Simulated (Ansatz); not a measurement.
Consider a periodic stack without vacuum, rock-salt HfN (0 0 1) on alpha cristobalite (0 0 1) (film strained to the substrate, started from cuts of the bulks and a machine-learned relaxation; slabs Si16O32 and Hf20N20, which can lie off the formulas): substrate slab Si16O32, film Hf20N20, surface cells [[-1, 1], [-1, -1]] and [[-3, -1], [-1, -2]], film strained by 0.0 and 0.0 %, outermost planes O/O and HfN/HfN as cut, which need not be the usual terminations and can put a slab off its formula. Its start:

```yaml
crystal:
  lattice:
    - [7.18852, 0.00000, 0.00603]
    - [0.00000, 7.18852, -0.06066]
    - [-0.57864, -2.00230, 24.44349]
  atoms:
    - { symbol: Si, position: [0.25859, 0.05941, 0.21488] }
    - { symbol: Si, position: [0.76229, 0.54913, 0.20425] }
    - { symbol: Si, position: [0.80220, 0.02930, 0.06788] }
    - { symbol: Si, position: [0.36445, 0.49242, 0.05854] }
    - { symbol: Si, position: [0.52487, 0.82559, 0.13599] }
    - { symbol: Si, position: [0.06823, 0.32335, 0.13770] }
    - { symbol: Si, position: [0.57545, 0.28593, 0.28021] }
    - { symbol: Si, position: [0.03570, 0.78839, 0.28358] }
    - { symbol: O, position: [0.41361, 0.13362, 0.26099] }
    - { symbol: O, position: [0.86320, 0.66500, 0.25642] }
    - { symbol: O, position: [0.35358, 0.94152, 0.16345] }
    - { symbol: O, position: [0.90985, 0.47636, 0.15703] }
    - { symbol: O, position: [0.68012, 0.97754, 0.12067] }
    - { symbol: O, position: [0.24248, 0.41689, 0.10829] }
    - { symbol: O, position: [0.61399, 0.68640, 0.17768] }
    - { symbol: O, position: [0.14855, 0.23574, 0.19226] }
    - { symbol: O, position: [0.55522, 0.36369, 0.04599] }
    - { symbol: O, position: [0.88609, 0.82802, 0.04146] }
    - { symbol: O, position: [0.65052, 0.37371, 0.22565] }
    - { symbol: O, position: [0.10770, 0.92557, 0.23957] }
    - { symbol: O, position: [0.74796, 0.18335, 0.30912] }
    - { symbol: O, position: [0.19732, 0.64207, 0.29853] }
    - { symbol: O, position: [0.44567, 0.70244, 0.08124] }
    - { symbol: O, position: [0.97814, 0.15838, 0.09436] }
    - { symbol: Si, position: [0.30637, 0.15658, 0.50319] }
    - { symbol: Si, position: [0.77018, 0.65800, 0.49471] }
    - { symbol: Si, position: [0.85886, 0.10172, 0.36031] }
    - { symbol: Si, position: [0.34651, 0.60398, 0.34701] }
    - { symbol: Si, position: [0.54420, 0.90972, 0.41927] }
    - { symbol: Si, position: [0.09065, 0.42190, 0.43168] }
    - { symbol: Si, position: [0.61550, 0.37944, 0.57754] }
    - { symbol: Si, position: [0.03055, 0.92319, 0.57351] }
    - { symbol: O, position: [0.47436, 0.21282, 0.54800] }
    - { symbol: O, position: [0.85630, 0.82236, 0.53799] }
    - { symbol: O, position: [0.38596, 0.04028, 0.44915] }
    - { symbol: O, position: [0.92952, 0.56294, 0.45546] }
    - { symbol: O, position: [0.71474, 0.04505, 0.40614] }
    - { symbol: O, position: [0.24143, 0.53825, 0.40010] }
    - { symbol: O, position: [0.61237, 0.75264, 0.45850] }
    - { symbol: O, position: [0.19550, 0.33806, 0.48406] }
    - { symbol: O, position: [0.49288, 0.44545, 0.32423] }
    - { symbol: O, position: [0.97220, 0.91439, 0.33846] }
    - { symbol: O, position: [0.66772, 0.50101, 0.52655] }
    - { symbol: O, position: [0.16099, 0.02087, 0.53049] }
    - { symbol: O, position: [0.81783, 0.28308, 0.59512] }
    - { symbol: O, position: [0.14950, 0.75129, 0.59764] }
    - { symbol: O, position: [0.45646, 0.80015, 0.36378] }
    - { symbol: O, position: [0.00273, 0.25603, 0.38950] }
    - { symbol: Hf, position: [0.03289, 0.06594, 0.77405] }
    - { symbol: Hf, position: [0.63408, 0.26623, 0.77536] }
    - { symbol: Hf, position: [0.83376, 0.66242, 0.77390] }
    - { symbol: Hf, position: [0.43439, 0.86229, 0.77471] }
    - { symbol: Hf, position: [0.23289, 0.46457, 0.77338] }
    - { symbol: Hf, position: [0.13114, 0.72881, 0.67808] }
    - { symbol: Hf, position: [0.72221, 0.93038, 0.68141] }
    - { symbol: Hf, position: [0.91726, 0.32804, 0.67387] }
    - { symbol: Hf, position: [0.52878, 0.53091, 0.67762] }
    - { symbol: Hf, position: [0.32741, 0.13539, 0.68085] }
    - { symbol: Hf, position: [0.04924, 0.12737, 0.95731] }
    - { symbol: Hf, position: [0.63958, 0.32838, 0.96584] }
    - { symbol: Hf, position: [0.85208, 0.72751, 0.96247] }
    - { symbol: Hf, position: [0.44516, 0.92286, 0.95752] }
    - { symbol: Hf, position: [0.24749, 0.52416, 0.95820] }
    - { symbol: Hf, position: [0.14023, 0.79358, 0.86382] }
    - { symbol: Hf, position: [0.74034, 0.99639, 0.86489] }
    - { symbol: Hf, position: [0.93908, 0.39631, 0.86488] }
    - { symbol: Hf, position: [0.54180, 0.59348, 0.86481] }
    - { symbol: Hf, position: [0.34112, 0.19636, 0.86354] }
    - { symbol: N, position: [0.13401, 0.76323, 0.77063] }
    - { symbol: N, position: [0.73535, 0.96254, 0.77074] }
    - { symbol: N, position: [0.93310, 0.36289, 0.76999] }
    - { symbol: N, position: [0.53391, 0.56254, 0.77054] }
    - { symbol: N, position: [0.33043, 0.16244, 0.76977] }
    - { symbol: N, position: [0.02490, 0.03559, 0.68381] }
    - { symbol: N, position: [0.61890, 0.22843, 0.68821] }
    - { symbol: N, position: [0.83023, 0.63389, 0.68492] }
    - { symbol: N, position: [0.43151, 0.83763, 0.68583] }
    - { symbol: N, position: [0.22218, 0.43355, 0.68340] }
    - { symbol: N, position: [0.15151, 0.82758, 0.95247] }
    - { symbol: N, position: [0.74378, 0.02959, 0.95446] }
    - { symbol: N, position: [0.94174, 0.42594, 0.95487] }
    - { symbol: N, position: [0.55091, 0.62653, 0.95346] }
    - { symbol: N, position: [0.34012, 0.21613, 0.95131] }
    - { symbol: N, position: [0.03824, 0.09666, 0.86805] }
    - { symbol: N, position: [0.64068, 0.29767, 0.86974] }
    - { symbol: N, position: [0.84121, 0.69744, 0.86827] }
    - { symbol: N, position: [0.44304, 0.89644, 0.86846] }
    - { symbol: N, position: [0.24094, 0.49568, 0.86673] }
```

The start was prepared with a machine-learned potential, and the result is one local minimum, with the in-plane cell held and forces under 0.04 eV/Å; the film can end far from its bulk form.

Computed with PBE (plane waves to 420 eV, PAW; Ansatz, a quantum-chemistry and plane-wave program). Spin–orbit coupling is left out; the runs are not spin-polarised; PBE gaps are too small against experiment. Its k-point mesh 4×4×1, Fermi–Dirac width 0.05 eV.

Q: Predict the relaxed interface.

A: interface area: 51.7 Å²
period: 24.39 Å
heights between the nearest atoms of the two slabs at the two interfaces: 1.63 and 1.37 Å
Hf–Si contacts across the interfaces within 1.22 times the sum of covalent radii: 9, mean 3.01 Å
Hf–O contacts across the interfaces within 1.22 times the sum of covalent radii: 6, mean 2.20 Å
